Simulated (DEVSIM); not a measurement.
Device: TaN/SiO2/p-Si capacitor, at 400 K.

Layer 1 from the left is SiO2, thickness (nm) 3.10. Layer 2 from the left is Si, thickness (nm) 1000, Na (cm⁻³) 3e17.

Metal gate on the left, work function 4.4 eV. Fixed charge at the semiconductor interface 3e12 cm⁻² (in units of +e); interface traps 8.2e10 cm⁻² eV⁻¹, uniform in energy, neutral level at 0.7 of the gap above the valence band.

The device is made up for the run: typed textbook-type constants, with dimensions and the other settings drawn at random. Values at 300 K; Nc and Nv go as T^1.5, mobilities as T to minus their exponent, the gap by Varshni's rule with the affinity fixed.

SiO2: gap (eV) 9, affinity (eV) 0.9, permittivity 3.9. Si: gap (eV) 1.124, affinity (eV) 4.05, permittivity 11.7, Nc (cm⁻³) 2.86e19, Nv (cm⁻³) 3.1e19, Varshni α (eV/K) 0.000473, Varshni β (K) 636.

Simulated with DEVSIM: 1D Poisson equation in equilibrium, Boltzmann statistics, complete ionisation; no quantum confinement or tunnelling. Metal contacts follow the ideal Schottky-Mott rule: no Fermi-level pinning, no interface dipoles.

Question: What does the simulation give for the threshold voltage (band bending 2φF), the flat-band voltage, the minimum of the low-frequency capacitance?

Answer: threshold voltage (band bending 2φF) -0.01 V; flat-band voltage -1.01 V; minimum of the low-frequency capacitance 0.188 μF/cm².
